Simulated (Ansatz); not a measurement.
Consider InAs in the zinc blende structure (space group F-43m, No. 216; a = 6.109 Å).

Method: r2SCAN (Ansatz, a quantum-chemistry and plane-wave program), no spin-orbit coupling.

For the base:

```
Property   Result
--------  -------
Pressure  0.0 GPa
Band gap  0.08 eV
```

One thing is altered: an isotropic linear strain of +1.45 %; the atoms relax in the strained cell.

**Question.** Predict the new pressure.

**Answer.** The pressure goes from zero to -2.2 GPa.

**Question.** Estimate the effect on the energy relative to the base.

**Answer.** The energy grows by 9.0 meV/atom.

**Question.** What does the calculation give for the band gap after the change?

**Answer.** The band gap goes from 0.08 eV to zero.

No phonon test of stability was made. All final runs are without spin polarisation. A zero or small gap of InAs can be the functional's error rather than a property of the material.
